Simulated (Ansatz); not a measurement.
**MgTe in the wurtzite structure (space group P6_3mc, No. 186)**

```xyz
4
Lattice="4.6085 0.0000 0.0000 -2.3042 3.9910 0.0000 0.0000 0.0000 7.5007" Properties=species:S:1:pos:R:3 pbc="T T T"
Mg     2.3042     1.3303     0.0061
Mg     0.0000     2.6607     3.7564
Te     2.3042     1.3303     4.6834
Te     0.0000     2.6607     0.9330
```

The values are results of PBE in Ansatz (plane waves to 420 eV, PAW, spin-orbit coupling left out), not measurements. Γ-centred 8×8×5 mesh, Fermi–Dirac width 0.05 eV.

The volume per atom is 34.49 Å³. The density is 3.66 g/cm³, the band gap is 2.37 eV (uncertain: the edges found on the path are not clean extrema) and the total energy is -4452.763 eV/atom (σ→0; compares only within this code and set-up).

Spin-orbit coupling, missing from the scalar runs, can matter with Te. Stability against distortions was not tested.

Ansatz is an electronic-structure program.
